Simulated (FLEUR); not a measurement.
Input and output of a self-consistent single point for Fe₅Co₃ (Im-3m, 8 atoms in the cell) (FLEUR).

Computed with LDA (Perdew-Zunger), all-electron FLAPW (FLEUR), scalar-relativistic valence.

```yaml
crystal:
  lattice:
    - [-2.77091, 2.77091, 2.77091]
    - [2.77091, -2.77091, 2.77091]
    - [2.77091, 2.77091, -2.77091]
  atoms:
    - { symbol: Fe, position: [0.00000, 0.00000, 0.00000], spin: 4.0 }
    - { symbol: Fe, position: [0.00000, 0.00000, 0.50000], spin: 4.0 }
    - { symbol: Fe, position: [0.00000, 0.50000, 0.00000], spin: 4.0 }
    - { symbol: Fe, position: [0.50000, 0.50000, 0.50000], spin: 4.0 }
    - { symbol: Fe, position: [0.50000, 0.00000, 0.00000], spin: 4.0 }
    - { symbol: Co, position: [0.00000, 0.50000, 0.50000], spin: 3.0 }
    - { symbol: Co, position: [0.50000, 0.00000, 0.50000], spin: 3.0 }
    - { symbol: Co, position: [0.50000, 0.50000, 0.00000], spin: 3.0 }
```
(The spins are starting values, not results.)

Reference input (self-consistent single point, DFT, PBEsol, all-electron FLAPW (FLEUR), scalar-relativistic valence): Kmax = 3.8 1/bohr; GmaxXC = 15.2 1/bohr; xcFunctional = PBEs; jspins = 2; l_soc = F; mode = hist; fermiSmearingEnergy = 0.00367493 Htr; mesh (inpgen div1-3) = 4 4 4; inpgen gamma flag = true; Gmax = 15.2 1/bohr; numbands = 0; maxIterBroyd = 99. This run's input differs from it in these lines:

```diff
@@ -20,3 +20,3 @@
 &comp jspins=2 /
-&exco xctyp='PBEs' /
+&exco xctyp='pz' /
 &kpt div1=4 div2=4 div3=4 gamma=t /
@@ -33,3 +33,3 @@
       <coreElectrons ctail="T" frcor="F" kcrel="0" coretail_lmax="0"/>
-      <xcFunctional name="PBEs" relativisticCorrections="F"/>
+      <xcFunctional name="pz" relativisticCorrections="F"/>
       <magnetism jspins="2"/>
```

The program printed (abridged):

```
 Iteration:     1   Distance:      39.48156378 me/bohr^3
 Iteration:     2   Distance:      36.42703448 me/bohr^3
 Iteration:     3   Distance:      29.78521800 me/bohr^3
 Iteration:     4   Distance:      16.48435477 me/bohr^3
 Iteration:     5   Distance:      13.46313895 me/bohr^3
   [... 17 lines left out ...]
 Iteration:    23   Distance:       0.00014584 me/bohr^3
 Iteration:    24   Distance:       0.00013378 me/bohr^3
 Iteration:    25   Distance:       0.00002173 me/bohr^3
 Iteration:    26   Distance:       0.00000177 me/bohr^3
 Run finished successfully
 Stop message:
   Structural relaxation: Done

[file out, last iteration]
             iter=     27
[...]
          total density-effective poten   -1.6728868507E+04
          total charge density-energy d   -4.4052226887E+02
 Updated energy parameters for spin:           1
 Updated energy parameters for spin:           2
[...]
 fermi energy and band-weighting factors:
   [... 9 lines left out ...]

[...]
FERMIE:
          first approx. to ef    (T=0)  :   0.422370 htr   (energy of the highest occ. eigenvalue)
          number of occ. states  (T=0)  :        998
          first approx. to seigv (T=0)  : -82.323375 htr
          sum of weights of occ. states : 125.093750
          sum of semicore charge        :   0.000000 e
FERHIS:  Fermi-Energy by histogram:
   [... lines left out ...]
          bandgap                     :   0.000834 htr
          charge neutrality (T=0)     :   0.093750    (zero if the highest occ. eigenvalue is "entirely" occupied)
     EF_NEWTON:  Adjust Fermi-Energy by Newton-Method.
 Direct bandgap for spin            1 :    4.9740005044602853E-003  Htr
 Direct bandgap for spin            2 :    3.1311441911101578E-003  Htr
 ---->    free energy=                    -10526.2953796973 htr
   [... lines left out ...]
 TOTAL FORCE FOR ATOM TYPE=  1  X=  0.000   Y=  0.000   Z=  0.000
                       FX_TOT= 0.000000 FY_TOT= 0.000000 FZ_TOT= 0.000000
 TOTAL FORCE FOR ATOM TYPE=  2  X=  2.618   Y=  2.618   Z= -2.618
                       FX_TOT= 0.000000 FY_TOT= 0.000000 FZ_TOT= 0.000000
 TOTAL FORCE FOR ATOM TYPE=  3  X=  5.236   Y=  0.000   Z=  0.000
                       FX_TOT= 0.000000 FY_TOT= 0.000000 FZ_TOT= 0.000000
 Structural relaxation: Done
```

The run converged in 26 iterations. FLEUR gives forces in its relaxation mode, with a further iteration, so its stop message speaks of a relaxation. Against the reference run the size of the net moment goes from 2.26 to 2.16 μB/atom.

The starting cell comes from a database of computed structures (which also holds hypothetical and non-ambient phases and stackings), without a prior relaxation at this level. The magnetic order is the one reached from the typed start; others were not searched systematically. Values depend on the basis (sphere radii, cutoffs, local orbitals), which need not be converged. The log's line on a gap gives a spacing of levels on this mesh, which the program prints for metals too.

Cost on one core of a shared machine: roughly 5 min.
